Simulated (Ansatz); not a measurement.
Start from MoS2 in the 2H-MoS2 type structure (space group P6_3/mmc, No. 194; a = 3.173 Å, c = 12.437 Å; layered, stacked along the Cartesian z axis).

The values are results of r2SCAN+rVV10/PAW in Ansatz (a first-principles code), without spin-orbit coupling, not measurements.

Base values:

```
Quantity                               Value
---------------------  ---------------------
Band gap                             1.01 eV
Valence-band top at Γ  0.00, -1.13, -1.36 eV
```

Perturbation: cell and atoms relaxed at a pressure of 4.2 GPa.

Predict the new band gap and valence-band top at Γ.

The band gap drops by 0.27 eV (1.01 eV → 0.74 eV); the valence-band top at Γ (three highest levels, from the VBM) goes from 0.00, -1.13, -1.36 eV to 0.00, -1.13, -1.46 eV.

Load acts through the strain it causes; cell and atoms are relaxed under it. No phonon test of stability was made.
